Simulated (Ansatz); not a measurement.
Results of LDA (Ansatz, an electronic-structure program, plane waves, PAW) for 1T (CdI2-type) PtTe2.

Run with plane-wave cutoff 520 eV, 18×18×12 k mesh (along the axes of the cell as run), Fermi–Dirac smearing 0.071 eV (set by the program), scalar-relativistic PAW data made under PBE.

Computed at the level's own relaxed cell.

```
PtTe2
1.0
    4.01949     0.00000     0.00000
   -2.00974     3.48098     0.00000
    0.00000     0.00000     5.09534
Te Pt
2 1
Direct
  0.33333   0.66667   0.26308
  0.66667   0.33333   0.73692
  0.00000   0.00000   0.00000
```

Q: Give the elastic tensor (Voigt notation, GPa, ions relaxed, in the Cartesian axes of the cell as printed).

A: 
```
  173.9    58.6    45.6   -20.8     0.0     0.0
   58.6   173.9    45.6    20.8     0.0     0.0
   45.6    45.6    75.6     0.0     0.0     0.0
  -20.8    20.8     0.0    44.4     0.0     0.0
    0.0     0.0     0.0     0.0    44.4   -20.8
    0.0     0.0     0.0     0.0   -20.8    57.6
```

Spin–orbit coupling is not included.

Static lattice: no zero-point or thermal effects.
